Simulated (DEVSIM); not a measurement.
Device: Schottky contact on p-type Ge, at 300 K.

Layer 1 from the left is Ge, thickness (μm) 6.80, Na (cm⁻³) 1.8e16, τn (s) 4.8e-7, τp (s) 4.8e-7. Layer 2 from the left is Ge, thickness (μm) 0.790, Na (cm⁻³) 6.2e17, τn (s) 4.8e-7, τp (s) 4.8e-7.

Left contact: Schottky, work function 4.164 eV, emission velocity 6e6 cm/s. Right contact: ohmic. Voltage is applied to the left contact. Recombination: SRH at mid-gap, radiative, Auger. Mobility is μmin + (μ − μmin)/(1 + (N/Nref)^α).

Constants are typed, rounded textbook-type inputs, not results; the design itself was drawn at random and stands for no fabricated device. Values at 300 K.

Ge: gap (eV) 0.664, affinity (eV) 4, permittivity 16, Nc (cm⁻³) 1.04e19, Nv (cm⁻³) 6e18, μn (cm²/Vs) 3900, μp (cm²/Vs) 1900, μn,min 150, μp,min 100, Nref,n 2.6e17, Nref,p 4e17, αn 0.56, αp 0.6, B (cm³/s) 6.4e-14, Cn (cm⁶/s) 1e-31, Cp (cm⁶/s) 1e-31.

DEVSIM, 1D drift-diffusion, Boltzmann statistics, complete ionisation; no tunnelling, impact ionisation, image-force lowering or self-heating. Metal contacts follow the ideal Schottky-Mott rule: no Fermi-level pinning, no interface dipoles.

Task: What does the simulation give for the dark forward voltage at 1 A/cm², the dark forward voltage at 100 A/cm²?

Result: dark forward voltage at 1 A/cm² 0.101 V; dark forward voltage at 100 A/cm² 0.237 V.
